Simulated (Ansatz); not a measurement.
Consider MgO in the rock salt structure (space group Fm-3m, No. 225; a = 4.2149 Å). Axes: x, y, z lie along the cube axes.

Structures relaxed with DFT with PBEsol, PAW potentials and a 420 eV plane-wave cutoff in Ansatz (an electronic-structure program), without spin-orbit coupling, earlier PAW set.

Base:

Simulated powder pattern, Cu Kα1, λ = 1.54056 Å (kinematic, ideal powder, no thermal factors, no anomalous dispersion; the 10 strongest lines at most, above 2 %, up to 2θ = 90°):

| 2θ (°) | I/Imax (%) | hkl |
|---|---|---|
| 36.91 | 10 | (111) |
| 42.88 | 100 | (200) |
| 62.25 | 56 | (220) |
| 74.62 | 6.9 | (311) |
| 78.55 | 17 | (222) |

It is then changed as follows: compressive biaxial strain of 2.34 % in the plane normal to [110], as in epitaxy on a mismatched substrate; the out-of-plane cell vector and the atoms relax.

After the change:

Simulated powder pattern, Cu Kα1, λ = 1.54056 Å (kinematic, ideal powder, no thermal factors, no anomalous dispersion; the 10 strongest lines at most, above 2 %, up to 2θ = 90°):

| 2θ (°) | d (Å) | I/Imax (%) | hkl |
|---|---|---|---|
| 36.95 | 2.431 | 7.9 | (111) |
| 37.82 | 2.377 | 7.6 | (1 -1 1) |
| 43.19 | 2.093 | 100 | (200) |
| 43.96 | 2.058 | 47 | (002) |
| 61.53 | 1.506 | 15 | (220) |
| 63.32 | 1.468 | 54 | (202) |
| 63.91 | 1.455 | 13 | (2 -2 0) |
| 76.18 | 1.249 | 5.1 | (3 -1 1) |
| 78.66 | 1.215 | 13 | (222) |
| 80.82 | 1.188 | 12 | (2 -2 2) |

The indices refer to the base's conventional cell; one index is shown for lines that coincide. The space group is now Immm (No. 71).

No phonon test of stability was made.
